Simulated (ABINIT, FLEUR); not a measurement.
A FLEUR input for a self-consistent single point of SrCl₂ (Fm-3m, 3 atoms in the cell) (DFT, LDA (Perdew-Zunger), all-electron FLAPW (FLEUR), scalar-relativistic valence):

Input of the input generator:

```
SrCl2 FLAPW
&input film=f /
-0.0000000000 3.4997450000 3.4997450000
3.4997450000 0.0000000000 3.4997450000
3.4997450000 3.4997450000 -0.0000000000
1.8897261246
1.0 1.0 1.0

3
38 0.0000000000 0.0000000000 0.0000000000
17 0.7500000000 0.7500000000 0.7500000000
17 0.2500000000 0.2500000000 0.2500000000

&comp jspins=1 /
&exco xctyp='pz' /
&kpt div1=8 div2=8 div3=8 gamma=t /
&end /
```

```xml
<?xml version="1.0" encoding="UTF-8" standalone="no"?>
<fleurInput fleurInputVersion="0.39">
   <comment>
      SrCl2 FLAPW                                                                                         
   </comment>
   <calculationSetup>
      <cutoffs Kmax="3.8" Gmax="15.2" GmaxXC="15.2" numbands="0"/>
      <scfLoop itmax="80" minDistance="0.00001" maxIterBroyd="15" imix="Anderson" alpha="0.05" precondParam="0.0" spinf="2.0"/>
      <coreElectrons ctail="T" frcor="F" kcrel="0" coretail_lmax="0"/>
      <xcFunctional name="pz" relativisticCorrections="F"/>
      <magnetism jspins="1"/>
      <soc l_soc="F" theta="0.0" phi="0.0" spav="F"/>
      <expertModes spex="0" secvar="F"/>
      <geometryOptimization l_f="T" forcealpha="1.0" forcemix="BFGS" epsdisp="0.00001" epsforce="0.00001"/>
      <ldaU l_linMix="F" mixParam="0.05" spinf="1.0"/>
   </calculationSetup>
   <cell>
      <bzIntegration valenceElectrons="24.0" mode="hist" fermiSmearingEnergy="0.00036749">
         <kPointListSelection listName="default-1"/>
         <!-- k-points included here -->
         <xi:include xmlns:xi="http://www.w3.org/2001/XInclude" href="kpts.xml"> </xi:include>
      </bzIntegration>
      <!-- symmetry operations included here -->
      <xi:include xmlns:xi="http://www.w3.org/2001/XInclude" href="sym.xml"> </xi:include>
      <bulkLattice scale="1.0">
         <bravaisMatrix>
            <row-1>    0.0000000000000000     6.6135595559382265     6.6135595559382265</row-1>
            <row-2>    6.6135595559382265     0.0000000000000000     6.6135595559382265</row-2>
            <row-3>    6.6135595559382265     6.6135595559382265     0.0000000000000000</row-3>
         </bravaisMatrix>
      </bulkLattice>
   </cell>
   <atomSpecies>
      <species name="Strontium (Sr)" element="Sr" atomicNumber="38">
         <mtSphere radius="2.68" gridPoints="925" logIncrement="0.014"/>
         <atomicCutoffs lmax="10" lnonsphr="8"/>
         <electronConfig flipSpins="F">
            <coreConfig>(1s1/2) (2s1/2) (2p1/2) (2p3/2) (3s1/2) (3p1/2) (3p3/2) (3d3/2) (3d5/2)</coreConfig>
            <valenceConfig>(4s1/2) (4p1/2) (4p3/2) (5s1/2)</valenceConfig>
         </electronConfig>
         <energyParameters s="5" p="5" d="4" f="4"/>
         <lo type="SCLO" l="0" n="4" eDeriv="0"/>
         <lo type="SCLO" l="1" n="4" eDeriv="0"/>
      </species>
      <species name="Chlorine (Cl)" element="Cl" atomicNumber="17">
         <mtSphere radius="2.11" gridPoints="727" logIncrement="0.016"/>
         <atomicCutoffs lmax="8" lnonsphr="6"/>
         <electronConfig flipSpins="F">
            <coreConfig>(1s1/2) (2s1/2) (2p1/2) (2p3/2)</coreConfig>
            <valenceConfig>(3s1/2) (3p1/2) (3p3/2)</valenceConfig>
            <stateOccupation state="(3p1/2)" spinUp="0.8333333333333" spinDown="0.8333333333333"/>
            <stateOccupation state="(3p3/2)" spinUp="1.6666666666667" spinDown="1.6666666666667"/>
         </electronConfig>
         <energyParameters s="3" p="3" d="3" f="4"/>
      </species>
   </atomSpecies>
   <atomGroups>
      <atomGroup species="Strontium (Sr)">
         <relPos label="                   1">.0000000000 .0000000000 .0000000000</relPos>
         <force calculate="T" relaxXYZ="TTT"/>
      </atomGroup>
      <atomGroup species="Chlorine (Cl)">
         <relPos label="                   2">-1.000/4.000 -1.000/4.000 -1.000/4.000</relPos>
         <relPos label="                   3">1.000/4.000 1.000/4.000 1.000/4.000</relPos>
         <force calculate="T" relaxXYZ="TTT"/>
      </atomGroup>
   </atomGroups>
   <output dos="F" band="F" slice="F">
      <checks vchk="F" cdinf="F"/>
      <bandDOS minEnergy="-.5*Htr" maxEnergy="0.5*Htr" sigma="0.015" storeEVData="T"/>
      <vacuumDOS vacdos="F" integ="F" star="F" nstars="0" locx1="0.0" locy1="0.0" locx2="0.0" locy2="0.0" nstm="0" tworkf="0.0"/>
      <unfoldingBand unfoldBand="F" supercellX="1" supercellY="1" supercellZ="1"/>
      <plotting iplot="0" polar="F">
         <plot TwoD="T" vec1="  1.0  0.0  0.0" vec2="  0.0  1.0  0.0" vec3="  0.0  0.0  1.0" zero="  0.0  0.0  0.0" file="plot"/>
      </plotting>
      <chargeDensitySlicing numkpt="0" minEigenval="0.0" maxEigenval="0.0" nnne="0" pallst="F"/>
      <specialOutput eonly="F"/>
      <magneticCircularDichroism mcd="F" energyLo="-10.0" energyUp="0.0"/>
   </output>
  <!-- We include the file relax.xml here to enable relaxations (see documentation) -->
  <xi:include xmlns:xi="http://www.w3.org/2001/XInclude" href="relax.xml"> <xi:fallback/> </xi:include>
</fleurInput>
```

Translate this input to ABINIT.

One input that does it (others would too):

```
# SrCl2, JTH v2.0 LDA PAW
pp_dirpath "./"
pseudos "Sr.LDA_PW-JTH.xml, Cl.LDA_PW-JTH.xml"
acell 4.9493868438 4.9493868438 4.9493868438 Angstrom
rprim
        -0.0000000000    0.7071067812    0.7071067812
         0.7071067812    0.0000000000    0.7071067812
         0.7071067812    0.7071067812   -0.0000000000
natom 3
ntypat 2
znucl 38 17
typat 1 2 2
xred
         0.0000000000    0.0000000000    0.0000000000
         0.7500000000    0.7500000000    0.7500000000
         0.2500000000    0.2500000000    0.2500000000
ecut 26 Ha
pawecutdg 52 Ha
pawxcdev 0
occopt 3
tsmear 0.01 eV
nband 17
kptopt 1
ngkpt 8 8 8
nshiftk 1
shiftk 0 0 0
nstep 60
tolvrs 1.0e-11
prtwf 0
prtden 0
enunit 1
```

Basis, cutoffs, solver keys and any potentials are the target program's own. This input uses DFT, LDA (PW92), plane waves, PAW (JTH v2.0 LDA PAW). LDA parametrisations can differ slightly between programs. Both were run: gap on the mesh 4.885 eV in FLEUR and 4.842 in ABINIT.

On FLEUR: the starting cell comes from a database of computed structures (which also holds hypothetical and non-ambient phases and stackings), without a prior relaxation at this level. Values depend on the basis (sphere radii, cutoffs, local orbitals), which need not be converged.

On ABINIT: the starting cell comes from a database of computed structures (which also holds hypothetical and non-ambient phases and stackings), without a prior relaxation at this level. With a pressure of about -3 GPa the cell is away from its equilibrium volume at this level.
